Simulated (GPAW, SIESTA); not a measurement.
A SIESTA input for a self-consistent single point of YInCu4 (F-43m, 6 atoms in the cell) (DFT, GGA PBEsol, numerical atomic orbitals DZP, PseudoDojo PBEsol standard norm-conserving potentials (rewritten from UPF to PSML)):

```
# files in the folder: Y.psml In.psml Cu.psml (PseudoDojo PBEsol standard)
SystemName  YInCu4
SystemLabel YInCu4

NumberOfAtoms                6
NumberOfSpecies              3
%block ChemicalSpeciesLabel
  1 39 Y
  2 49 In
  3 29 Cu
%endblock ChemicalSpeciesLabel
LatticeConstant              1.0 Ang
%block LatticeVectors
     0.000000000    3.526153000    3.526153000
     3.526153000    0.000000000    3.526153000
     3.526153000    3.526153000    0.000000000
%endblock LatticeVectors
AtomicCoordinatesFormat      Ang
%block AtomicCoordinatesAndAtomicSpecies
     0.000000000    0.000000000    0.000000000  1
     5.289229500    5.289229500    5.289229500  2
     2.646942011    2.646942011    2.646942011  3
     2.646942011    4.405363989    4.405363989  3
     4.405363989    4.405363989    2.646942011  3
     4.405363989    2.646942011    4.405363989  3
%endblock AtomicCoordinatesAndAtomicSpecies

XC.functional                GGA
XC.authors                   PBEsol
PAO.BasisSize                DZP
PAO.EnergyShift              0.005 Ry
MeshCutoff                   300 Ry
%block kgrid.MonkhorstPack
    9   0   0  0.0
    0   9   0  0.0
    0   0   9  0.0
%endblock kgrid.MonkhorstPack
OccupationFunction           MP
OccupationMPOrder            0
ElectronicTemperature        0.272 eV

MaxSCFIterations             150
SCF.Mixer.Method             Pulay
SCF.Mixer.Weight             0.2
SCF.Mixer.History            6
SCF.DM.Tolerance             1.0E-04
Diag.ParallelOverK           true
WriteForces                  true
```

Problem. Give the GPAW input for the same structure, mesh, smearing and functional.

Solution. This is the input that was run; spellings and numerical settings could be chosen otherwise.

```python
from ase import Atoms
from ase.units import GPa
from gpaw import GPAW

atoms = Atoms(['Y', 'In', 'Cu', 'Cu', 'Cu', 'Cu'],
              cell=[[0.000000, 3.526153, 3.526153],
                    [3.526153, 0.000000, 3.526153],
                    [3.526153, 3.526153, 0.000000]],
              positions=[[0.000000, 0.000000, 0.000000],
                         [5.289229, 5.289229, 5.289229],
                         [2.646942, 2.646942, 2.646942],
                         [2.646942, 4.405364, 4.405364],
                         [4.405364, 4.405364, 2.646942],
                         [4.405364, 2.646942, 4.405364]],
              pbc=True)

calc = GPAW(mode={'name': 'pw', 'ecut': 800},
            xc='PBEsol',
            kpts=(9, 9, 9),
            occupations={'name': 'methfessel-paxton', 'width': 0.272, 'order': 0},
            nbands=-14,
            convergence={'forces': 0.001},
            symmetry={'symmorphic': False, 'tolerance': 0.0005},
            maxiter=100,
            txt='-')

atoms.calc = calc

energy = atoms.get_potential_energy()
print('Energy (eV):', round(energy, 6))
forces = atoms.get_forces()
print('Forces (eV/Ang):')
print(forces.round(5))
stress = atoms.get_stress()
print('Stress (GPa, Voigt):', (stress / GPa).round(4))
```

Basis, cutoffs, solver keys and any potentials are the target program's own. This input uses DFT PBEsol, plane waves, GPAW PAW datasets PBEsol (made by gpaw-setup). Both were run: pressure 3.44 GPa in SIESTA and 4.34 in GPAW; largest force 0.015 eV/Å in SIESTA and 0.012 in GPAW.

On GPAW: the starting cell comes from a database of computed structures (which also holds hypothetical and non-ambient phases and stackings), without a prior relaxation at this level. Its lattice was rescaled by a random factor within 2.5 % of one. Spin polarisation is off. With a pressure of about 4 GPa the cell is away from its equilibrium volume at this level.

On SIESTA: the starting cell comes from a database of computed structures (which also holds hypothetical and non-ambient phases and stackings), without a prior relaxation at this level. Its lattice was rescaled by a random factor within 2.5 % of one. Spin polarisation is off. Values carry the incompleteness of an atom-centred basis. With a pressure of about 3 GPa the cell is away from its equilibrium volume at this level.
